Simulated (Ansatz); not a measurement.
Partial pair distribution functions of a relaxed model of amorphous Hf₁₈O₃₉Ga₂, broadened by 0.06 Å; density 8.70 g/cm³. Computed with PBE, scalar-relativistic without spin-orbit coupling (plane waves to 420 eV, PAW; Ansatz, a program for electronic structure).

A CHGNet melt-quench gave the starting glass, which DFT then relaxed. O atoms were pushed apart under 1.9 Å during the dynamics, to hinder bonds among them. The hot cell started wider than the set density and was brought back towards it in steps. It is the lowest in DFT energy of 2 quenches. It is a model cell: composition and starting density were chosen by hand, and all elements were melted together. No dispersion term was used. Its density started from a set value of 8.70 and ended at 8.70 g/cm³. The quench (nominally 380 K/ps over its main leg) was far faster than any real one, so the model tends to hold more defects than a real film. Values belong to this one cell and scatter from quench to quench. The volume was held where the preparation left it and the shape relaxed, at a PBE pressure of 0.3 GPa. Stress components on the final sampling reach 1.7 GPa. Cycles of charging lowered its energy after that relaxation.

| r (Å) | g Hf-O | g O-Ga | g Hf-Hf | g O-O |
|---|---|---|---|---|
| 1.65 | 0.00 | 0.00 | 0.00 | 0.00 |
| 1.75 | 0.00 | 0.33 | 0.00 | 0.00 |
| 1.85 | 0.22 | 5.39 | 0.00 | 0.00 |
| 1.95 | 2.34 | 10.50 | 0.00 | 0.00 |
| 2.05 | 7.15 | 3.88 | 0.00 | 0.00 |
| 2.15 | 7.03 | 0.36 | 0.00 | 0.00 |
| 2.25 | 2.68 | 0.00 | 0.00 | 0.00 |
| 2.35 | 1.42 | 0.00 | 0.00 | 0.09 |
| 2.45 | 0.30 | 0.00 | 0.00 | 0.98 |
| 2.55 | 0.07 | 0.00 | 0.00 | 2.24 |
| 2.65 | 0.08 | 0.00 | 0.00 | 2.55 |
| 2.75 | 0.13 | 0.00 | 0.00 | 2.16 |
| 2.85 | 0.12 | 0.00 | 0.00 | 1.80 |
| 2.95 | 0.11 | 0.00 | 0.00 | 1.90 |
| 3.05 | 0.17 | 0.24 | 0.03 | 1.67 |
| 3.15 | 0.25 | 1.29 | 0.71 | 1.38 |
| 3.25 | 0.28 | 0.82 | 2.59 | 1.24 |
| 3.35 | 0.59 | 0.96 | 3.91 | 0.85 |
| 3.45 | 0.61 | 1.41 | 3.23 | 0.88 |
| 3.55 | 0.62 | 0.80 | 1.72 | 0.82 |
| 3.65 | 0.67 | 1.34 | 1.02 | 0.90 |
| 3.75 | 0.77 | 1.50 | 2.23 | 0.92 |
| 3.85 | 0.83 | 1.27 | 2.34 | 0.68 |
| 3.95 | 1.03 | 0.89 | 1.69 | 0.77 |
| 4.05 | 1.18 | 1.22 | 1.50 | 0.95 |
| 4.15 | 0.97 | 0.76 | 0.84 | 1.08 |
| 4.25 | 1.15 | 1.03 | 0.43 | 0.78 |
| 4.35 | 1.39 | 1.02 | 0.54 | 0.71 |
| 4.45 | 1.60 | 2.53 | 0.50 | 0.49 |

Within 2.52 Å each Hf has 6.17 O neighbours on average.
